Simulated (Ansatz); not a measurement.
The parent structure is SiO2 in the rutile structure (space group P4_2/mnm, No. 136; a = 4.185 Å, c = 2.669 Å). Axes: x, y, z lie along a, b, c of the conventional cell.

Method: r2SCAN (Ansatz, a program for electronic structure), without spin-orbit coupling.

Strains are applied to the cell and any free atomic positions relax; under biaxial strain the out-of-plane vector relaxes too.

One change was made to it. Results:

The pressure (mean of the normal stresses, compression positive) goes from zero to -120.7 kbar; the electron mass changes from 0.38 mₑ along c, 0.48 mₑ across (at Γ) to 0.38 mₑ out of plane, 0.43 mₑ in plane (at Γ).

Question: What was done to the base?
(A) isotropic strain +1.90 %
(B) isotropic strain +0.92 %
(C) biaxial strain +4.78 %, plane normal [001], relaxed out of plane
(D) biaxial strain +1.06 %, plane normal [001], relaxed out of plane
(E) biaxial strain −2.45 %, plane normal [001], relaxed out of plane

Answer: C, biaxial strain +4.78 %, plane normal [001], relaxed out of plane. For comparison, the electron mass in the other runs: isotropic strain +0.92 % gives 0.36 mₑ along c, 0.46 mₑ across (at Γ); biaxial strain −2.45 %, plane normal [001], relaxed out of plane gives 0.36 mₑ out of plane, 0.52 mₑ in plane (at Γ); biaxial strain +1.06 %, plane normal [001], relaxed out of plane gives 0.38 mₑ out of plane, 0.47 mₑ in plane (at Γ); isotropic strain +1.90 % gives 0.34 mₑ along c, 0.43 mₑ across (at Γ).

The levels and masses belong to the bands next to the band gap. Masses are band curvatures over ±0.01 Å⁻¹ around the edge. Whether these cells are dynamically stable was not tested.
